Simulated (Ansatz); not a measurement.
```
CELL_PARAMETERS angstrom
      0.00000     2.03663     2.03663
      2.03663     0.00000     2.03663
      2.03663     2.03663     0.00000
ATOMIC_POSITIONS crystal
  N  0.00000 0.00000 0.00000
  V  0.50000 0.50000 0.50000
```

Question: This cell was relaxed within its symmetry with DFT at the PBEsol level (Ansatz, a quantum-chemistry and plane-wave program). Can a quasi-harmonic thermal-expansion study be run on it?

Answer: No: one of the study's cells has modes far below zero and is most likely at no minimum at this level, though too few k-points were not ruled out (phonon / k mesh 4×4×4 / 16×16×16, smearing 0.15 eV). The program stopped with this message:

```
vibrations stand at or below zero in cell 4 (1.078 modes a cell, the lowest at -278.4 cm⁻¹): the crystal is at no minimum there, or its k-points are too few: type the crystal that it becomes, another pressure, or a denser kpoints.mp_grid, in a new run
```

The PAW data sets were generated under PBE and serve the other functionals too.

Keys are those of Ansatz 0.2.
